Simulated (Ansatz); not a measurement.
Worked example: zone-centre phonon calculation of YSi2 (C2/c, 6 atoms in the cell) in Ansatz (a quantum-chemistry and plane-wave program).

Computed with LDA (PW92), default PAW files made with PBE (plane waves; Ansatz).

```
YSi2
1.0
    2.79853    -2.79733     0.00000
    2.79853     2.79733     0.00000
   -2.69519     0.00000     7.29223
Y Si
2 4
Cartesian
  0.77714  -0.70235   5.46917
  2.12474   0.70235   1.82306
  0.75806   2.09358   4.26690
  2.14382  -2.09358   3.02533
  0.79622   2.09358   6.67144
  2.10566  -2.09358   0.62079
```

Reference input (self-consistent single point, DFT, LDA (PW92), plane waves, default PAW files made with PBE): basis.ecutwfc = 420 eV; kpoints.mp_grid.grid = 8 8 4; hamiltonian.xc = lda; hamiltonian.pseudopotentials = {kind: paw} (the program's default PAW files); scf.occupations.method = gaussian; scf.occupations.width = 0.1 eV. This run's input differs from it in these lines:

Ansatz 0.2 input:
```diff
@@ -14,3 +14,3 @@
 basis:
-  ecutwfc: 420.0
+  ecutwfc: 295.0
 kpoints:
@@ -26,6 +26,4 @@
     width: 0.1
-output:
-  forces: true
-  eigenvalues: true
-  stress: true
+phonons:
+  method: dfpt
```

Output (repeated stretches shortened):

```
SCF iter   1: F=—  HF=-9929.356231 eV  |F-HF|=—  |Δ(HF+E_count)|=         —  Δρ=4.28e-3  dr2=1.58e-2  ethr=1.77e-3  ⟨swp⟩=6.2  Hψ=16930  notcnv=0
all-band conjugate gradients solve this SCF's bands
preconditioner: auto → Kerker (q_TF=auto, 2.271 Å⁻¹)
SCF iter   2: F=—  HF=-9929.351851 eV  |F-HF|=—  |Δ(HF+E_count)|=   4.38e-3  Δρ=2.51e-3  dr2=5.81e-3  ethr=4.16e-5  ⟨swp⟩=1.1  Hψ=4390  notcnv=0
   [... lines left out ...]
SCF iter   5: F=—  HF=-9929.349966 eV  |F-HF|=—  |Δ(HF+E_count)|=   7.49e-7  Δρ=9.22e-6  dr2=1.09e-7  ethr=2.13e-9  ⟨swp⟩=2.2  Hψ=5718  notcnv=0
SCF iter   6: F=—  HF=-9929.349966 eV  |F-HF|=—  |Δ(HF+E_count)|=   1.02e-8  Δρ=1.56e-6  dr2=4.53e-9  ethr=2.86e-10  ⟨swp⟩=2.6  Hψ=5237  notcnv=0
SCF iter   7: F=—  HF=-9929.349966 eV  |F-HF|=—  |Δ(HF+E_count)|=  8.19e-10  Δρ=2.58e-7  dr2=1.26e-10  ethr=1.19e-11  ⟨swp⟩=2.6  Hψ=4514  notcnv=0
SCF iter   8: F=-9929.349966 eV  HF=-9929.349966 eV  |F-HF|=0.00e0  |Δ(HF+E_count)|=  2.36e-11  Δρ=6.29e-8  dr2=6.17e-12  ethr=1.00e-12  ⟨swp⟩=9.6  Hψ=15822  notcnv=0
SCF 1 converged in 8 iterations: F = -9929.349966 eV  dr2 = 6.17e-12
DFPT response loops at Γ: preconditioner auto → Kerker (q_TF=auto, 2.271 Å⁻¹) (partly filled bands, converged f_vac=0.000) …
phonon interpolation: 4 periodic images of 4 blocks of the force constants (a block to an ordered pair of atoms and a translation) lie up to 5.60e-3 Å farther …
Free energy (F): -9929.349966 eV
Internal energy: -9929.333612 eV  (E = F + TS)
E sigma→0 (E₀):  -9929.341789 eV
Entropy (-TS):   -0.016354 eV (-2.726 meV/atom)
Fermi energy:    10.844212 eV
   [... lines left out ...]
  ASR residual: 1.217e-5 → 0.000e0 eV/Å²; symmetrization residual: 1.134e-5 eV/Å²
  ASR residual per site (eV/Å²): 1.22e-5 1.22e-5 6.34e-6 6.34e-6 6.34e-6 6.34e-6
  Γ frequencies (cm⁻¹): 0.00 0.00 0.00 92.30 97.87 107.20 146.54 158.67 160.76 168.29 170.64 225.63 225.86 280.73 298.07 380.80 419.30 423.39
  non-analytic LO–TO correction: not included (Born effective charges unavailable; polar crystals: no LO–TO splitting at Γ)
```

The run converged in 8 iterations. 

Summary of the result:
```
Property                                                                                                                             Value
--------------------------------------------------------  --------------------------------------------------------------------------------
Free energy E − TS (on the zero of these files)                                                                              -9929.3500 eV
Fermi level (on the code's own zero)                                                                                              10.84 eV
Zone-centre frequencies (cm⁻¹; negative means imaginary)  0, 0, 0, 92, 98, 107, 147, 159, 161, 168, 171, 226, 226, 281, 298, 381, 419, 423
```

The starting cell comes from a database of computed structures (which also holds hypothetical and non-ambient phases and stackings), without a prior relaxation at this level. Its lattice was rescaled by up to half a per cent. The cutoff lies below the one recommended for these files.

Cost on one core of a shared machine: roughly 2 min.
